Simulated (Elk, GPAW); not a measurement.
A GPAW input for a self-consistent single point of Cr (Im-3m, 2 atoms in the cell) (DFT LDA (Perdew-Wang 92), plane waves, GPAW PAW datasets LDA (gpaw-data 1.0.1)):

```python
from ase import Atoms
from ase.units import GPa
from gpaw import GPAW

atoms = Atoms(['Cr', 'Cr'],
              cell=[[2.880000, 0.000000, 0.000000],
                    [0.000000, 2.880000, 0.000000],
                    [0.000000, 0.000000, 2.880000]],
              scaled_positions=[[0.000000, 0.000000, 0.000000],
                                [0.500000, 0.500000, 0.500000]],
              pbc=True)

atoms.set_initial_magnetic_moments([1.5, -1.5])

calc = GPAW(spinpol=True,
            mode={'name': 'pw', 'ecut': 850},
            xc='LDA',
            kpts=(9, 9, 9),
            occupations={'name': 'methfessel-paxton', 'width': 0.2, 'order': 0},
            nbands=-10,
            convergence={'density': 1e-05, 'energy': 1e-05},
            symmetry={'symmorphic': False, 'tolerance': 0.0005},
            maxiter=120)

atoms.calc = calc

energy = atoms.get_potential_energy()
print('Energy (eV):', round(energy, 6))
forces = atoms.get_forces()
print('Forces (eV/Ang):')
print(forces.round(5))
stress = atoms.get_stress()
print('Stress (GPa, Voigt):', (stress / GPa).round(4))
```

Q: Translate this input to Elk.

A: This is the input that was run; spellings and numerical settings could be chosen otherwise.

```
tasks
  0

spinpol
  .true.

reducebf
  0.8

tforce
  .true.

rgkmax
  7.5

gmaxvr
  18.0

lmaxapw
  10

lmaxo
  8

nxlo
  2

lorbcnd
  .true.

lradstp
  2

nrmtscf
  2.0

rmtscf
  0.92

lmaxi
  4

stype
  0

swidth
  0.00734986

maxscl
  100

scale
  1.889726125

avec
    2.8800000000    0.0000000000    0.0000000000
    0.0000000000    2.8800000000    0.0000000000
    0.0000000000    0.0000000000    2.8800000000

sppath
  './'

atoms
  1
  'Cr.in'
  2
  0.0000000000  0.0000000000  0.0000000000    0.0 0.0 -0.375
  0.5000000000  0.5000000000  0.5000000000    0.0 0.0 0.375

ngridk
  9 9 9
```

Basis settings and potentials, where a program has them, do not carry over. This input uses DFT, LDA (PW92), all-electron FP-LAPW, Elk's shipped species files, APW+lo basis with extra local orbitals. LDA parametrisations can differ slightly between programs. Both were run: size of the net moment 0.00 μB/atom in GPAW and 0.00 in Elk.

On Elk: the starting cell has typed, rounded lattice constants, without a prior relaxation at this level. The starting moments vanished: the run ended non-magnetic, which need not be the lowest state. Values depend on the basis (sphere radii, cutoffs, local orbitals), which need not be converged.

On GPAW: the starting cell has typed, rounded lattice constants, without a prior relaxation at this level. The magnetic order is the one reached from the typed start; others were not searched systematically. With a pressure of about -23 GPa the cell is away from its equilibrium volume at this level.
